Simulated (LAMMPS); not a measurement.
System: HgTe (zinc blende), a cell 117 Å long along the (001) normal (2304 atoms) with 67 % of it melted and the whole then held at 900 K and zero normal pressure.

Computed with classical MD, pair style sw, file CdTeZnSeHgS0.sw; code LAMMPS.

What does the simulation give for the direction, the interface speed (growth positive)?

direction: the crystal melts back; interface speed (growth positive): -3.6 ± 0.2 m/s.

Caution: the real compound melts congruently only under the pressure of its own vapour and loses its more volatile element when open.
